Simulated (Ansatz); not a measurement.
Take CdS in the wurtzite structure (space group P6_3mc, No. 186) as the base.

```xyz
4
Lattice="4.0741 0.0000 0.0000 -2.0371 3.5283 0.0000 0.0000 0.0000 6.6367" Properties=species:S:1:pos:R:3 pbc="T T T"
Cd     0.0000     2.3522     0.0025
Cd     2.0371     1.1761     3.3209
S      0.0000     2.3522     2.4995
S      2.0371     1.1761     5.8179
```

Cartesian axes are those of the cell as printed.

Level of theory: LDA/PAW in Ansatz (a first-principles code), spin-orbit coupling left out.

The change: uniaxial strain ε_xx = −0.60 %, all other strain components held at zero; the atoms relax in the strained cell.

### Question
Predict the stress tensor and what it implies for the stiffness.

### Answer
Stress of the strained cell less that of the base (GPa, compression positive):
```
   0.56    0.00    0.00
   0.00    0.35    0.00
   0.00    0.00    0.32
```

Then −Δσ_ii/ε with ε = -0.0060 gives relaxed-ion elastic constants: C11 ≈ 93 GPa, C12 ≈ 58 GPa and C13 ≈ 54 GPa.

Stability against distortions was not tested.
